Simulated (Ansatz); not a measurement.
Take NaCaF₃ in the cubic perovskite structure (space group Pm-3m, No. 221; a = 4.3716 Å; a hypothetical phase, not in the database extracts checked) as the base. Axes: x, y, z lie along the cube axes.

Modification: the cell is stretched by 4.55 % along z with no lateral relaxation, atoms relaxed at fixed cell.

Levels (all Ansatz, a first-principles code, PAW): PBEsol (420 eV, no spin-orbit coupling); r2SCAN (500 eV, scalar-relativistic without spin-orbit coupling); HSE06 (420 eV, scalar-relativistic without spin-orbit coupling).

One geometry, relaxed with PBEsol, under each level:

```tsv
level	band gap	lowest conduction level above the VBM at special points	pressure
PBEsol	4.99 eV	Γ 4.99 eV; Z 6.89 eV; X 7.13 eV; R 8.00 eV	-1.93 GPa
r2SCAN	5.81 eV	Γ 5.81 eV; Z 7.74 eV; X 7.97 eV; R 8.90 eV	-1.66 GPa
HSE06	6.97 eV	Γ 6.97 eV; Z 8.88 eV; X 9.12 eV	–
```

Single points use the geometry relaxed with PBEsol. Their cutoffs differ, which shifts pressures a little. HSE06 gaps are upper bounds (no full band path). The cells carry an imposed strain or load. Whether these cells are dynamically stable was not tested. Many cubic perovskites are stable only at high temperature; tilts and polar distortions were not tested. k-point labels follow each cell's own Brillouin zone.
